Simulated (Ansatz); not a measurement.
System: SmPd3 (Pm-3m, No. 221). Method: r²SCAN+rVV10 in Ansatz (plane waves, PAW).

Numerical settings: plane-wave cutoff 560 eV, 14×14×14 k mesh, Fermi–Dirac smearing 0.05 eV, spin-polarised with parallel moments, scalar-relativistic PAW data made under PBE.

Computed at the level's own relaxed cell.

Task: Estimate the lattice constant a that the calculation returns.

Result: 
- lattice constant a = 4.126 Å

Note: the magnetic order was assumed, not searched for or taken from measurement; the 4f shell is treated without U or exact exchange, so its levels and filling can be wrong.

Spin–orbit coupling is not included.

The computed numbers hold no vibrational or temperature effects.

Ansatz is a program for electronic structure.
